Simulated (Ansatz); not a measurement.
The starting structures come from a database of crystals and need not be the phases stable at ambient conditions.

Tunnelling through a barrier is set by its complex band structure: the current falls as exp(−2κd) with the smallest κ.

Data:

```
MoSr2ZnO6
1.0
    5.66417     0.00000     0.00000
    0.00000     8.10308     0.00000
    2.83209     4.05154     2.83209
Sr Zn Mo O
2 1 1 6
Cartesian
  2.83209   2.02577   0.00000
  5.66417  10.12885   2.83209
  0.00000   4.05154   0.00000
  0.00000   0.00000   0.00000
  4.08789   8.10308   1.13742
  4.40837   4.05154   1.69466
  1.69466   4.05154   1.25580
  6.80159   8.10308   1.57628
  0.00000   6.15988   0.00000
  0.00000   1.94320   0.00000
```

Space group of this cell: I4/m. The cell is taken as given; by r2SCAN its mean pressure is -7.5 GPa.

Transport runs along the normal of the first two printed cell vectors, the (100) plane of the conventional cell.

The gap is the functional's own, uncorrected, and κ follows it; spin-orbit coupling is left out. Mid-gap values are interpolated between the computed energies.

**Question.** Compute, with r2SCAN in Ansatz (an electronic-structure program), the band gap and the smallest decay constant κ at mid-gap.

**Answer.** Gap 2.45 eV on a 10×10×10 mesh; κ = 0.295 1/Å, at (0.500, 0.500) of the in-plane reciprocal vectors. At the zone centre, at the nearest computed energy, the slowest state has κ = 0.34 1/Å.
